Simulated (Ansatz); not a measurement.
For Si$_{3}$N$_{4}$ (P6_3/m, relaxed from the beta-Si3N4 type) at 600 K, the quasi-harmonic free energy with DFT at the PBEsol level (Ansatz, a program for electronic structure) gives a volume expansion coefficient α_V = 8.40 × 10⁻⁶ K⁻¹, an isothermal bulk modulus B_T = 231.1 GPa, a molar volume V_m = 44.531 cm³/mol and C_V = 144.35 J/(mol K). Dynamical quadrupoles are not included in the interpolation of the phonons between the solved wave vectors.

Work out the Grüneisen parameter, C_P and the adiabatic bulk modulus.

γ = α_V B_T V_m / C_V = 0.60. C_P − C_V = α_V² B_T V_m T = 0.44 J/(mol K), so C_P = 144.78 J/(mol K). B_S = B_T C_P/C_V = B_T (1 + α_V γ T) = 231.8 GPa.

The PAW data sets were generated under PBE and serve the other functionals too.
